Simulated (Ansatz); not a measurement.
## Fe2O3: biaxial strain −1.24 %, plane normal [001], relaxed out of plane

The reference is Fe2O3 in the corundum structure (space group R-3c, No. 167; a = 4.772 Å, c = 13.311 Å (hexagonal axes); ferromagnetic). Axes: x lies along a and z along c of the hexagonal cell.

Modification: compressive biaxial strain of 1.24 % in the plane normal to [001], as in epitaxy on a mismatched substrate; the out-of-plane cell vector and the atoms relax.

Calculations: Kohn–Sham DFT with the PBE functional, run in Ansatz (an electronic-structure program) with PAW and 420 eV plane waves, spin-orbit coupling left out. Settings: 12×12×12 k-points, 0.05 eV Fermi–Dirac smearing.

| quantity | base | changed | shift |
|---|---|---|---|
| volume per atom | 8.75 Å³ | 8.65 Å³ | -0.10 Å³ |
| space group | R-3c (No. 167) | R-3c (No. 167) | – |
| shortest interatomic distance | 1.895 Å | 1.885 Å | -0.010 Å |
| energy relative to the base (free energy F) | 0 meV/atom | +2.8 meV/atom | +2.8 meV/atom |
| pressure (mean of the normal stresses, compression positive) | 0.0 GPa | 2.8 GPa | +2.8 GPa |
| band gap | zero | zero | – |
| magnetic state | ferromagnetic | ferromagnetic | – |
| largest site moment | 0.86 μB | 0.86 μB | 0.00 μB |
| out-of-plane strain (rough) | – | +1.37 % | – |
| mean in-plane stress (compression positive) (rough) | – | +4.2 GPa | – |

Final structure (turned so that z lies along the plane normal):

```xyz
10
Lattice="4.7131 0.0000 0.0000 2.3566 4.0817 0.0000 2.3566 -1.3606 4.4978" Properties=species:S:1:pos:R:3 pbc="T T T"
Fe     2.3566     1.3606     0.1578
Fe     4.7131     0.0000     2.0911
Fe     7.0697     1.3606     4.3400
Fe     4.7131     2.7211     2.4067
O      7.8099     2.7997     3.3733
O      5.4533     1.2820     3.3733
O      3.2328     0.0000     3.3733
O      1.6164    -0.0786     1.1244
O      3.9730     1.4391     1.1244
O      6.1935     2.7211     1.1244
```

Cost of the whole job for the changed cell (relaxation, final SCF and bands): very roughly 18 core-minutes.

Without a gap, meshes like the base's 12×12×12 leave anisotropic stresses uncertain by several tenths of a GPa, and small strain energies with them. No phonon test of stability was made. No Hubbard U is applied and the magnetic state is the run's own (Fe2O3 ferromagnetic); small cells can't hold the antiferromagnetic order that many such compounds have, so gaps and moments can be off. In its common phase, real Fe2O3 is an antiferromagnetic insulator at low temperature.
